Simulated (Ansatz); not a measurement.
The starting structures come from a database of crystals and need not be the phases stable at ambient conditions.

By PBEsol, the system below comes out a metal.

```
BaSi2
1.0
    4.04048     0.00000     0.00000
    0.00000     5.03610     0.00000
    2.02024     0.00000     3.57057
Ba Si
1 2
Cartesian
  0.00000   0.00000   0.00000
  4.04048   2.51805   2.38038
  2.02024   2.51805   1.19019
```

Space group of this cell: Cmmm. The cell is strained (lengths across the current scaled by 0.98, ions clamped).

The current flows along the normal of the first two printed cell vectors. No spin-orbit coupling; the value is a mean over 0.1 eV about the Fermi level.

Q: Give the ballistic conductance per area that PBEsol (Ansatz, an electronic-structure program) yields.

A: 0.73 × 10¹⁵ S/m² for both spins.
